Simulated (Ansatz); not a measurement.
Migration of interstitial F, charge -1, in different hosts. Level of theory: PBE, PAW (plane waves to 420 eV; Ansatz, a program for electronic structure).

Barriers are those of the lowest checked hop between equivalent sites, from the lowest site run (climbing-image NEB, static, fixed cells, no finite-size terms; on the finer meshes named, energies are single points at the band's geometries). One hop need not carry long-range diffusion, and untried routes could be lower. Saddle orders were checked for a part of the study's bands only and are not shown. Charge states are imposed. Spin-orbit coupling is left out.

| Host | Route | Hop (Å) | Neighbours at the saddle | Barrier (eV) | Cell |
|---|---|---|---|---|---|
| rock-salt MgO | F moves farthest | 2.12 | 2 Mg at 1.78; 2 O at 2.10 Å | ? | 64 sites, 2×2×2 shifted |
| wurtzite ZnO | F moves farthest | 3.28 | O at 2.36, O at 2.46; Zn at 1.90, Zn at 2.03 Å | 0.64 | 72 sites, 2×2×2 shifted along c |
| monoclinic HfO2 | F moves farthest | 1.66 | Hf at 2.15, Hf at 2.16; O at 2.35, 3 O at 2.36, O at 2.68, O at 2.70 Å | 0.13 | 96 sites, 2×2×2 shifted |

Some entries are withheld; supply them.


- rock-salt MgO, Barrier (eV): 0.96
